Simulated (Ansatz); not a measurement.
Structure of amorphous Ga₂₄O₃₇K₂ (periodic cell):

```
CELL_PARAMETERS angstrom
      9.98318    -0.23340    -0.14480
     -0.23340     9.77608     0.10682
     -0.14480     0.10682     8.66115
ATOMIC_POSITIONS crystal
  Ga 0.54370 0.92495 0.55277
  Ga 0.30726 0.68550 0.66583
  Ga 0.75448 0.06199 0.37820
  Ga 0.18852 0.01463 0.23476
  Ga 0.51734 0.04458 0.17145
  Ga 0.42324 0.76634 0.31112
  Ga 0.81125 0.86913 0.67833
  Ga 0.62497 0.55885 0.74658
  Ga 0.49234 0.39722 0.23306
  Ga 0.09198 0.79893 0.84115
  Ga 0.45661 0.76926 0.95207
  Ga 0.06942 0.11480 0.90353
  Ga 0.00786 0.11822 0.50587
  Ga 0.32654 0.27895 0.98938
  Ga 0.35301 0.02034 0.79423
  Ga 0.10594 0.38609 0.70750
  Ga 0.96509 0.59059 0.55225
  Ga 0.86953 0.58328 0.86937
  Ga 0.69313 0.67139 0.26657
  Ga 0.20539 0.54373 0.01624
  Ga 0.22816 0.49963 0.39127
  Ga 0.85960 0.94343 0.06116
  Ga 0.99297 0.70694 0.19678
  Ga 0.40888 0.35518 0.61788
  O  0.37034 0.21426 0.78016
  O  0.26969 0.70834 0.90505
  O  0.36901 0.45376 0.07372
  O  0.64967 0.48570 0.28253
  O  0.17435 0.97272 0.83139
  O  0.37364 0.89607 0.63548
  O  0.32116 0.66522 0.44775
  O  0.86554 0.21120 0.41726
  O  0.20635 0.14088 0.06509
  O  0.59259 0.77902 0.41973
  O  0.70799 0.00987 0.17279
  O  0.04524 0.89294 0.16609
  O  0.10582 0.71093 0.65011
  O  0.71327 0.50161 0.92859
  O  0.88248 0.95275 0.50039
  O  0.58344 0.40648 0.63794
  O  0.15131 0.37617 0.92481
  O  0.48535 0.22788 0.12171
  O  0.28430 0.47981 0.67867
  O  0.04937 0.19811 0.70250
  O  0.07445 0.44142 0.48749
  O  0.92215 0.88324 0.85396
  O  0.91270 0.12309 0.00377
  O  0.46772 0.96091 0.95889
  O  0.80813 0.75442 0.11563
  O  0.56897 0.07125 0.40779
  O  0.14889 0.58394 0.21454
  O  0.88936 0.64382 0.36577
  O  0.02166 0.64585 0.97646
  O  0.49462 0.68354 0.76797
  O  0.50996 0.70298 0.14228
  O  0.79097 0.67452 0.68278
  O  0.16406 0.09499 0.41570
  O  0.36526 0.37146 0.39879
  O  0.93793 0.46745 0.72432
  O  0.36007 0.93483 0.24539
  O  0.66397 0.96580 0.70894
  K  0.75195 0.23351 0.76122
  K  0.86815 0.35769 0.17695
```

Methods: PBE, scalar-relativistic without spin-orbit coupling (Ansatz, a program for electronic structure); r2SCAN, scalar-relativistic without spin-orbit coupling (Ansatz); HSE06, scalar-relativistic without spin-orbit coupling (Ansatz). Neutral PBE cell, which sets geometry, pressure and energy: sampling: a 2×2×2 Γ-centred mesh; Fermi-Dirac width 0.02 eV; no spin polarisation. Exact exchange is cut at the faces of this 9 Å cell, which leaves hybrid gaps a finite-size error.

It comes from a melt-quench run on a machine-learned potential (CHGNet), relaxed afterwards by DFT. O atoms were pushed apart under 1.9 Å during the dynamics, to hinder bonds among them. The hot cell started wider than the set density and was brought back towards it in steps. It is the lowest in DFT energy of 2 quenches. It is a model cell: composition and starting density were chosen by hand, and all elements were melted together. No dispersion term was used. Its density started from a set value of 4.79 and ended at 4.61 g/cm³. The quench (nominally 220 K/ps over its main leg) was far faster than any real one, so the model tends to hold more defects than a real film. One small periodic cell is one sample of the glass; other quenches scatter about these values. Volume and shape were free in the relaxation.

Q: Give the pressure and the spacing of the highest filled and lowest empty levels.

A: 
Pressure on a 2×2×2 Γ-centred mesh: 0.10 GPa
Largest force and stress component on that mesh (the relaxation ran on the zone centre alone): 0.05 eV/Å and 0.1 GPa
Level gap on a 2×2×2 Γ-centred mesh (PBE): 1.71 eV
Level gap at the zone centre (PBE): 1.72 eV
Level gap at the zone centre (r2SCAN): 2.22 eV
Level gap at the zone centre (HSE06): 3.37 eV
Distance between the nearest levels spread over more than a fifth of the atoms or a third of the atoms of their main element (six at least) (PBE, zone centre): 2.06 eV

Q: At PBE and the zone centre, how localised are the states just below and above the Fermi level (participation number: the atoms over which a state spreads)?

A: The highest filled state is spread over 4.0 atoms' worth, largest on O28, with weights by element (charge in smoothed Voronoi cells) O 0.94, Ga 0.05, K 0.00. The lowest empty state is spread over 57.9 atoms' worth, largest on Ga24, with weights by element (charge in smoothed Voronoi cells) O 0.54, Ga 0.44, K 0.02.

At PBE the levels at the filled edge of the gap are localised (band-tail or defect states), and the nearest spread-out levels lie 2.1 eV apart at the zone centre.

Cut-offs for bonds: Ga-Ga 2.68 Å, Ga-O 2.36 Å, Ga-K 3.58 Å, O-O 1.58 Å, O-K 3.23 Å, K-K 4.47 Å. Two cations that share two anions don't count as bonded, nor two that share one unless they lie closer than Ga-Ga 2.61 Å, Ga-K 3.48 Å, K-K 4.34 Å.

Added carriers, by PBE, scalar-relativistic without spin-orbit coupling (Ansatz) on the zone centre alone. Charged cells keep the cell fixed and stand in a uniform background, with no image correction, at a width of 0.01 eV; where the count is odd the moment is locked at 1 μB, unless the neutral cell bore moments. Each starts from the undistorted neutral geometry alone. PBE's self-interaction favours spread-out carriers, so it can miss traps that a hybrid finds.

Q: What happens at PBE when the cell takes an extra electron and the atoms relax?

A: Relaxation lowers the charged cell by 0.02 eV. The largest moves are O38 0.03 Å, Ga24 0.03 Å, K63 0.02 Å, O58 0.02 Å. The level that holds the added charge spreads over 57.9 atoms' worth, most on Ga24 (weight 0.03): a carrier spread over the cell. No bond crosses its cut-off with a change of over 0.15 Å (metal-metal contacts aside). Made neutral again at that geometry, the cell lies +0.01 eV from the neutral start.

Q: What happens at PBE when the cell takes a hole and the atoms relax?

A: Relaxation lowers the charged cell by 0.09 eV. The largest moves are K63 0.14 Å, O40 0.09 Å, K62 0.08 Å, Ga8 0.08 Å. The level that was emptied spreads over 5.7 atoms' worth, most on O28 (weight 0.31): a localised (trapped) carrier, which neighbours of that atom can share. No bond crosses its cut-off with a change of over 0.15 Å (metal-metal contacts aside). Made neutral again at that geometry, the cell lies +0.15 eV from the neutral start.
